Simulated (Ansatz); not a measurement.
The parent structure is Lu in the hcp (Mg type) structure (space group P6_3/mmc, No. 194; a = 3.506 Å, c = 5.482 Å; relaxed with 0.1 eV smearing). Axes: x lies along a and z along c of the hexagonal cell.

Method: PBE, PAW, 420 eV (Ansatz, a program for electronic structure; no spin-orbit coupling).

Base values:

```
Item                             Value
-----------------------------  -------
Pressure                       0.0 GPa
Shortest interatomic distance  3.407 Å
```

Modification: biaxial strain +2.50 %, plane normal [001], relaxed out of plane (Cartesian); in-plane vectors clamped, the third vector and the atoms free.

Q: What does the calculation give for the pressure and shortest interatomic distance after the change?

A: The pressure (mean of the normal stresses, compression positive) goes from zero to -1.7 GPa; the shortest interatomic distance grows by 0.0060 Å to 3.414 Å.

Stability against distortions was not tested.
